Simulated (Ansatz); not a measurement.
I on the 1x1 (110) surface of bcc W, one in a 2x2 cell, energies for each (28.7 Å²). Energies are against ½ I2(g), without zero-point or thermal terms; each row is named by its start.

Level of theory: PBE (plane waves to 420 eV, PAW; Ansatz, an electronic-structure program).

Which site binds most strongly?
(A) top W
(B) bridge W-W (span 2.8 Å)
(C) hollow W-W-W
(D) bridge W-W (span 3.2 Å)

C, hollow W-W-W. Adsorption energies: hollow W-W-W -2.27 eV; bridge W-W (span 3.2 Å) -2.18 eV; bridge W-W (span 2.8 Å) -2.08 eV; top W -1.60 eV.
